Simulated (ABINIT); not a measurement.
A self-consistent single point of Cu₃Sb (Pm-3m, 4 atoms in the cell) with ABINIT.

Method: LDA (PW92), PAW (JTH v2.0 LDA PAW) (plane waves; ABINIT 10.0.3).

```
Cu3Sb
1.0
    3.93904     0.00000     0.00000
    0.00000     3.93904     0.00000
    0.00000     0.00000     3.93904
Cu Sb
3 1
Direct
  0.50000   0.50000   0.00000
  0.00000   0.50000   0.50000
  0.50000   0.00000   0.50000
  0.00000   0.00000   0.00000
```

Reference input (self-consistent single point, DFT, PBEsol, plane waves, PAW (JTH v2.0 PBE PAW, files made for PBE)): pseudos = [Cu.GGA_PBE-JTH.xml, Sb.GGA_PBE-JTH.xml]; ecut = 30 Ha; pawecutdg = 60 Ha; ixc = -116133; occopt = 7; tsmear = 0.00183747 Ha; ngkpt = 8 8 8; nshiftk = 1; shiftk = 0 0 0; potentials = JTH v2.0 PBE PAW; nband = 46; kptopt = 1. This run's input differs from it in these lines:

```diff
@@ -1,4 +1,4 @@
-# Cu3Sb, JTH v2.0 PBE PAW
+# Cu3Sb, JTH v2.0 LDA PAW
 pp_dirpath "./"
-pseudos "Cu.GGA_PBE-JTH.xml, Sb.GGA_PBE-JTH.xml"
+pseudos "Cu.LDA_PW-JTH.xml, Sb.LDA_PW-JTH.xml"
 acell 3*1.0
@@ -19,3 +19,2 @@
 pawecutdg 60
-ixc -116133
 occopt 7
```

Its files differ too (potentials: JTH v2.0 PBE PAW → JTH v2.0 LDA PAW).

Output, abridged:

```
--- !BeginCycle
solver: {iscf: 17, nstep: 50, nline: 4, wfoptalg: 10, }
tolerances: {toldfe: 1.00E-09, }
...

     iter   Etot(hartree)      deltaE(h)  residm     nres2
 ETOT  1  -656.08811367208    -6.561E+02 5.913E+01 1.521E+02
 ETOT  2  -682.98528374956    -2.690E+01 3.123E-01 3.791E+03
 ETOT  3  -678.14331266126     4.842E+00 2.447E-01 4.194E+02
 ETOT  4  -677.29520017552     8.481E-01 1.932E-01 6.444E+01
 ETOT  5  -677.16501128051     1.302E-01 3.070E-02 2.288E+01
   [... 8 lines left out ...]
 ETOT 14  -677.08048047517     6.317E-08 5.100E-04 4.633E-06
 ETOT 15  -677.08048046502     1.015E-08 2.633E-04 3.008E-07
 ETOT 16  -677.08048046444     5.811E-10 2.984E-04 4.110E-08
 ETOT 17  -677.08048046442     2.103E-11 1.429E-04 1.971E-09
 At SCF step   17, etot is converged :
  for the second time, diff in etot=  2.103E-11 < toldfe=  1.000E-09

 Cartesian components of stress tensor (hartree/bohr^3)
  sigma(1 1)=  4.26952794E-04  sigma(3 2)=  0.00000000E+00
  sigma(2 2)=  4.26952794E-04  sigma(3 1)=  0.00000000E+00
  sigma(3 3)=  4.26952794E-04  sigma(2 1)=  0.00000000E+00

 ----iterations are completed or convergence reached----

 reduced coordinates (array xred) for    4 atoms
       0.500000000000      0.500000000000      0.000000000000
       0.000000000000      0.500000000000      0.500000000000
       0.500000000000      0.000000000000      0.500000000000
       0.000000000000      0.000000000000      0.000000000000
 cartesian forces (eV/Angstrom) at end:
    1     -0.00000000000000    -0.00000000000000    -0.00000000000000
   [... lines left out ...]
 Fermi (or HOMO) energy (eV) =   7.84689   Average Vxc (eV)= -11.39556
   [... lines left out ...]
'-kT*entropy'       : -1.94668407514693E-05
total_energy        : -6.77080468758694E+02
total_energy_eV     : -1.84242965395016E+04
...

-Cartesian components of stress tensor (GPa)         [Pressure= -1.2561E+01 GPa]
- sigma(1 1)=  1.25613828E+01  sigma(3 2)=  0.00000000E+00
- sigma(2 2)=  1.25613828E+01  sigma(3 1)=  0.00000000E+00
- sigma(3 3)=  1.25613828E+01  sigma(2 1)=  0.00000000E+00

 Calculation completed.
```

The run converged in 17 iterations. 

The starting cell comes from a database of computed structures (which also holds hypothetical and non-ambient phases and stackings), without a prior relaxation at this level. Its lattice was rescaled by a random factor within 2.5 % of one. Spin polarisation is off. With a pressure of about -13 GPa the cell is away from its equilibrium volume at this level. The run gives no clean gap (levels at the Fermi energy touch, overlap or are partly filled at this smearing), which alone does not show that the compound is a metal.

These are the values that this program gave, and no reference: the one-centre exchange-correlation terms come from a truncated expansion.

Cost on one core of a shared machine: roughly 6 min.
